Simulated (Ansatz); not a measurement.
Data:

```yaml
crystal:
  lattice:
    - [0.00000, 2.93425, 2.96359]
    - [2.93425, 0.00000, 2.96359]
    - [2.93425, 2.93425, 0.00000]
  atoms:
    - { symbol: Ca, position: [0.00000, 0.00000, 0.00000] }
    - { symbol: Se, position: [0.50000, 0.50000, 0.50000] }
```

No spin polarisation.

The values are results of PBEsol (Ansatz, an electronic-structure program, PAW, no spin-orbit coupling), not measurements. Settings: 10×10×10 k-points, 0.05 eV Fermi–Dirac smearing.

**Question.** Predict the electron mass and valence-band top at Γ.

**Answer.** The electron mass comes out as 1.4 mₑ along k, 0.27 mₑ across (at X) and the valence-band top at Γ (three highest levels, from the VBM) comes out as 0.00, 0.00, -0.01 eV.

The levels and masses belong to the bands next to the band gap. The cells carry an imposed strain or load. Masses are band curvatures over ±0.01 Å⁻¹ around the edge. Along k means along the line from Γ to the band edge. Whether these cells are dynamically stable was not tested. The cell was made from CaSe in the rock salt structure (space group Fm-3m, No. 225) by this change: uniaxial strain ε_zz = +1.00 %.
